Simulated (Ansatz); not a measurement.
Pair distribution function (Si-Si) of NiSi2 (fluorite type), cell Si64Ni32, begun in the crystal structure [in the run: it stayed crystalline; mean temperature 948 K (target 950 K); density 4.52 g/cm³, volume +7 % from the start crystal's; one k-point, which a denser mesh shifts by -0.4 GPa in pressure and 0.05 eV/Å in forces], from MD at 948 K. Level of theory: PBE (plane waves, PAW; Ansatz, an electronic-structure program). Volume per atom 14.06 Å³, mean pressure 0.1 GPa. 

(r (Å), g(r)): (1.50, 0.00); (1.54, 0.00); (1.58, 0.00); (1.62, 0.00); (1.66, 0.00); (1.70, 0.00); (1.74, 0.00); (1.78, 0.00); (1.82, 0.00); (1.86, 0.00); (1.90, 0.00); (1.94, 0.00); (1.98, 0.00); (2.02, 0.00); (2.06, 0.00); (2.10, 0.00); (2.14, 0.00); (2.18, 0.00); (2.22, 0.00); (2.26, 0.01); (2.30, 0.03); (2.34, 0.10); (2.38, 0.21); (2.42, 0.39); (2.46, 0.69); (2.50, 1.04); (2.54, 1.53); (2.58, 2.01); (2.62, 2.49); (2.66, 2.89); (2.70, 3.08); (2.74, 3.10); (2.78, 2.96); (2.82, 2.69); (2.86, 2.37); (2.90, 2.04); (2.94, 1.64); (2.98, 1.19); (3.02, 0.92); (3.06, 0.58); (3.10, 0.40); (3.14, 0.28); (3.18, 0.17); (3.22, 0.10); (3.26, 0.06); (3.30, 0.03); (3.34, 0.04); (3.38, 0.04); (3.42, 0.06); (3.46, 0.12); (3.50, 0.21); (3.54, 0.36); (3.58, 0.49); (3.62, 0.84); (3.66, 1.14); (3.70, 1.56); (3.74, 2.02); (3.78, 2.45); (3.82, 2.76); (3.86, 3.00); (3.90, 3.08); (3.94, 2.98); (3.98, 2.70); (4.02, 2.35); (4.06, 1.90); (4.10, 1.54); (4.14, 1.15); (4.18, 0.83); (4.22, 0.58); (4.26, 0.38); (4.30, 0.26); (4.34, 0.19); (4.38, 0.17); (4.42, 0.22); (4.46, 0.28); (4.50, 0.40); (4.54, 0.53); (4.58, 0.72); (4.62, 0.92); (4.66, 1.08); (4.70, 1.26); (4.74, 1.30); (4.78, 1.29); (4.82, 1.24); (4.86, 1.13); (4.90, 1.02); (4.94, 0.84); (4.98, 0.68); (5.02, 0.51); (5.06, 0.41)

Q: State where the first shell ends and the number of neighbours in it.

A: first minimum near 3.3 Å (g down to about 0.03); 6.0 Si round each Si in the shell, from n = 4πρ∫r²g(r)dr.
